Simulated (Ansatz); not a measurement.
Take Mo in the bcc (W type) structure (space group Im-3m, No. 229; a = 3.151 Å; relaxed with 0.1 eV smearing) as the base.

The values are results of Kohn–Sham DFT with the r2SCAN functional, run in Ansatz (a first-principles code) with PAW and 500 eV plane waves, no SOC, earlier PAW set, not measurements.

Base values:

Pressure: 0.0 GPa

Now apply this change: the cell is scaled by 1.0371 in all directions, atoms relaxed at fixed cell.

Problem. What does the calculation give for the energy relative to the base and pressure after the change?

Solution. The energy rises by 147 meV/atom; the pressure goes from zero to -23.6 GPa.

The cells carry an imposed strain or load. No phonon test of stability was made. The final runs are not spin-polarised.
